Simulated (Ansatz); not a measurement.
Base system: W in the bcc (W type) structure (space group Im-3m, No. 229; a = 3.184 Å; relaxed with 0.1 eV smearing). Axes: x, y, z lie along the cube axes.

Method: PBE (Ansatz, an electronic-structure program; PAW; 420 eV plane waves; no SOC), earlier PAW set.

Modification: an isotropic linear strain of −2.19 %, atoms relaxed at fixed cell.

Question: Predict the stress tensor and what it implies for the stiffness.

Answer: Stress of the strained cell less that of the base (GPa, compression positive):
```
   23.1     0.0     0.0
    0.0    23.1     0.0
    0.0     0.0    23.1
```

Then B = −ΔP/(ΔV/V₀) with ΔV/V₀ = -0.0643 gives secant stiffness values (nonlinear terms included at this strain): B ≈ 360 GPa.

As a check, the harmonic strain energy −½ V₀ Δσ:ε is 76 meV/atom; the computed energy rise is 71 meV/atom.

Stability against distortions was not tested. All final runs are without spin polarisation.
